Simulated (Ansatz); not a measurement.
## C: Li interstitial (started 1.81 Å from the nearest host atom)

Base system: an 8-atom supercell of C in the graphite type structure (space group P6_3/mmc, No. 194; a = 2.465 Å, c = 6.730 Å; layered, stacked along the Cartesian z axis) at its relaxed geometry.

Perturbation: one Li atom is added in an open site, starting 1.81 Å from the nearest host atom, atoms relaxed at fixed cell, starting from a slightly rattled geometry.

Computed with Kohn–Sham DFT with the PBE-D3(BJ) functional, run in Ansatz (a first-principles code) with PAW and 420 eV plane waves, scalar-relativistic without spin-orbit coupling. Γ-centred 6×10×4 mesh, Fermi–Dirac width 0.05 eV.

The pressure goes from zero to 6.4 GPa and the largest displacement of a host atom from its site in the perfect cell amounts to 0.73 Å. The final site of the added atom comes out as 12 C at 2.29 Å.

Final structure:

```xyz
9
Lattice="3.6975 -2.1348 0.0000 1.2325 2.1348 0.0000 0.0000 0.0000 6.7305" Properties=species:S:1:pos:R:3 pbc="T T T"
C     -0.5531     0.3183     1.8659
C      1.9180     0.3148     1.8601
C      0.6859    -0.3968     4.9899
C      3.1448    -0.3933     4.9956
C      3.1445    -0.3933     1.8601
C      0.6856    -0.3968     1.8658
C      1.9183     0.3149     4.9956
C      3.1447    -1.8164     4.9899
Li     0.6826     1.0283     0.0627
```

In so small a cell the defect repeats every few ångströms: this is an ordered compound, not a dilute defect. The mesh was chosen for an insulator and is coarse for the gapless case. The final runs are not spin-polarised. The defect cell is not spin-polarised.
